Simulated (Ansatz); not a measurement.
The parent structure is SrO in the rock salt structure (space group Fm-3m, No. 225; a = 5.195 Å).

Structures relaxed with DFT with PBE, PAW potentials and a 420 eV plane-wave cutoff in Ansatz (a first-principles code), without spin-orbit coupling.

Base:

Simulated powder pattern, Co Kα, λ = 1.79026 Å (kinematic, ideal powder, no thermal factors, no anomalous dispersion; the 14 strongest lines at most, above 2 %, up to 2θ = 90°):

| 2θ (°) | I/Imax (%) | hkl |
|---|---|---|
| 34.73 | 91 | (111) |
| 40.32 | 100 | (200) |
| 58.33 | 66 | (220) |
| 69.71 | 41 | (311) |
| 73.30 | 22 | (222) |
| 87.14 | 11 | (400) |

Perturbation: cell and atoms relaxed at a pressure of 5 GPa.

After the change:

Simulated powder pattern, Co Kα, λ = 1.79026 Å (kinematic, ideal powder, no thermal factors, no anomalous dispersion; the 14 strongest lines at most, above 2 %, up to 2θ = 90°):

| 2θ (°) | I/Imax (%) | hkl |
|---|---|---|
| 35.36 | 91 | (111) |
| 41.06 | 100 | (200) |
| 59.47 | 65 | (220) |
| 71.12 | 41 | (311) |
| 74.81 | 22 | (222) |
| 89.08 | 11 | (400) |

The indices refer to the base's conventional cell; one index is shown for lines that coincide.

Load acts through the strain it causes; cell and atoms are relaxed under it. No phonon test of stability was made. Competing high-pressure phases were not computed.
